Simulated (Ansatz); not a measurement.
## bcc V (1 1 0) on rock-salt MgO (1 1 0) (film strained to the substrate, started from cuts of the bulks and a machine-learned relaxation; slabs Mg10O10 and V10, which can lie off the formulas)

A periodic stack without vacuum, bcc V (1 1 0) on rock-salt MgO (1 1 0) (film strained to the substrate, started from cuts of the bulks and a machine-learned relaxation; slabs Mg10O10 and V10, which can lie off the formulas): substrate slab Mg10O10, film V10, surface cells [[0, -1], [1, -1]] and [[-2, -1], [-2, -2]], film strained by +0.4 and +0.4 %, outermost planes MgO/MgO and V/V as cut, which need not be the usual terminations and can put a slab off its formula.

The start was prepared with a machine-learned potential, and the result is one local minimum, with the in-plane cell held and forces under 0.04 eV/Å; the film can end far from its bulk form.

The numbers are results of PBE (plane waves to 420 eV, PAW; Ansatz, a first-principles code), not measurements. Scalar-relativistic, without spin–orbit coupling; the runs are not spin-polarised; PBE gaps are too small against experiment. Its k-point mesh 13×7×1, Fermi–Dirac width 0.05 eV.

The interface area comes out as 12.8 Å² and the period is 26.42 Å. The heights between the nearest atoms of the two slabs at the two interfaces is 1.94 and 1.94 Å and the Mg–V contacts across the interfaces within 1.22 times the sum of covalent radii is 8, mean 2.92 Å. The O–V contacts across the interfaces within 1.22 times the sum of covalent radii comes out as 2, mean 1.95 Å and the hole barrier (PBE) comes out as 3.32 eV. The electron barrier (PBE) is 1.14 eV.

```
MgVO
1.0
    3.00748     0.00010     0.05484
    3.00760     4.25368     0.02748
   -0.49632     0.17551    26.41087
Mg O V
10 10 10
Cartesian
  3.75513   4.22505   2.58084
  2.27736   2.08901   1.13808
  3.70126   4.24443   5.60849
  2.22397   2.10805   4.10614
  3.64730   4.26373   8.61980
  2.17053   2.12726   7.10727
  3.59207   4.28318  11.62081
  2.11573   2.14669  10.11853
  3.53746   4.30249  14.58868
  2.05967   2.16637  13.14604
  5.28456   4.21598   1.19415
  3.75485   2.09837   2.61945
  5.23168   4.23494   4.13665
  3.70111   2.11772   5.62842
  5.17799   4.25426   7.14525
  3.64706   2.13713   8.63709
  5.12353   4.27364  10.15391
  3.59191   2.15665  11.64567
  5.06783   4.29318  13.16282
  3.53709   2.17572  14.58798
  3.49866   2.18834  16.53828
  1.98286   0.06903  17.15014
  0.44214   0.08251  18.97676
  1.94805   2.20767  18.90939
  3.40696   2.22312  21.10687
  1.90444   0.09615  21.05810
  0.35771   0.10986  23.20074
  1.86306   2.23598  23.13344
  3.33092   2.24764  25.01511
  1.81652   0.12548  25.62675
```
